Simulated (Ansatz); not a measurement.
**A computed series for LiNbSe2: pressure series**

Base system: LiNbSe₂ (space group P6_3/mmc, No. 194; a = 3.5241 Å, c = 13.5561 Å; a cell from a computed database, its experimental status unchecked).

Cell and atoms are relaxed at each pressure.

Calculations: r2SCAN, PAW, 500 eV (Ansatz, an electronic-structure program; no SOC).

| pressure (GPa) | volume per atom (Å³/atom) |
|---|---|
| -2 | 18.791 |
| -1 | ? |
| 0 | 18.225 |
| 3 | 17.529 |
| 7 | 16.789 |
| 15 | 15.688 |
| 50 | 13.098 |
| 75 | 12.063 |
| 100 | 11.306 |

### Question
Fit the third-order Birch–Murnaghan form P(V) = (3B₀/2)[(V₀/V)^(7/3) − (V₀/V)^(5/3)]·[1 + (3/4)(B₀′ − 4)((V₀/V)^(2/3) − 1)] (squares taken in P) to the rows shown and predict the withheld row.

### Answer
Least squares on the printed values gives V₀ = 18.209 Å³/atom, B₀ = 73.5 GPa, B₀′ = 4.3; this predicts 18.466 Å³/atom, and the run gives 18.495 Å³/atom, 0.029 higher.

Load acts through the strain it causes; cell and atoms are relaxed under it. Stability against distortions was not tested. Competing high-pressure phases were not computed.
